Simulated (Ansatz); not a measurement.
Base system: MgO in the rock salt structure (space group Fm-3m, No. 225; a = 4.204 Å). Axes: x, y, z lie along the cube axes.

Calculations: r2SCAN in Ansatz (plane waves to 500 eV, PAW, spin-orbit coupling left out).

Strains are applied to the cell and any free atomic positions relax.

One change was made to it. Results:

| quantity | base | after |
|---|---|---|
| band gap | 5.68 eV | 5.92 eV |
| energy relative to the base (free energy F) | 0 meV/atom | +6.3 meV/atom |
| pressure (mean of the normal stresses, compression positive) | 0.00 GPa | 4.69 GPa |
| valence-band top at Γ (three highest levels, from the VBM) | 0.00, 0.00, 0.00 eV | 0.00, 0.00, -0.06 eV |

Task: Name the change that was made.
A) uniaxial strain ε_zz = −0.50 %
B) uniaxial strain ε_zz = −2.00 %
C) uniaxial strain ε_zz = −1.00 %
D) uniaxial strain ε_zz = −2.50 %
E) uniaxial strain ε_zz = −3.00 %

Result: D, uniaxial strain ε_zz = −2.50 %. For comparison, the band gap in the other runs: uniaxial strain ε_zz = −2.00 % gives 5.87 eV; uniaxial strain ε_zz = −1.00 % gives 5.78 eV; uniaxial strain ε_zz = −3.00 % gives 5.97 eV; uniaxial strain ε_zz = −0.50 % gives 5.73 eV.

No phonon test of stability was made.

Ansatz is a program for electronic structure.
